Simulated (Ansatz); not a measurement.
# Hypothetical diamond V: biaxial strain −1.39 %, plane normal [111], relaxed out of plane

The parent structure is V in the diamond structure (space group Fd-3m, No. 227; a = 5.3545 Å; ferromagnetic; a hypothetical phase, not in the database extracts checked; relaxed with 0.1 eV smearing). Axes: x, y, z lie along the cube axes.

It is then changed as follows: compressive biaxial strain of 1.39 % in the plane normal to [111], as in epitaxy on a mismatched substrate; the out-of-plane cell vector and the atoms relax.

Method: Kohn–Sham DFT with the PBEsol functional, run in Ansatz (a quantum-chemistry and plane-wave program) with PAW and 420 eV plane waves, no spin-orbit coupling. k-mesh 19×19×19 (Γ-centred); smearing 0.1 eV (Fermi–Dirac).

- Volume per atom: 22.54 Å³ (base 19.19 Å³)
- Space group: R-3m (No. 166) (base Fd-3m (No. 227))
- Shortest interatomic distance: 1.751 Å (base 2.319 Å)
- Energy relative to the base (free energy F): -0.661 eV/atom
- Pressure (mean of the normal stresses, compression positive): -14.0 GPa (base 0.0 GPa)
- Band gap: zero (base zero)
- Magnetic state: non-magnetic (base ferromagnetic)
- Largest site moment: 0.00 μB (base 1.31 μB)
- Out-of-plane strain: +20.78 %
- Ratio −ε⊥/ε∥: 14.95
- Mean in-plane stress (compression positive): -21.0 GPa

The magnetic state is the one reached from the starting moments; the real material's order can differ, and small cells can't hold many antiferromagnetic ones. Stability against distortions was not tested. Starting moments died away, wholly or in part, for biaxial strain −1.39 %, plane normal [111], relaxed out of plane; another magnetic solution may exist. Under biaxial strain −1.39 %, plane normal [111], relaxed out of plane the cell ends below the base's energy or with stress of the wrong sign: the atoms slid into a distortion or the cell is elastically unstable, so the base is not a stable minimum at this level.
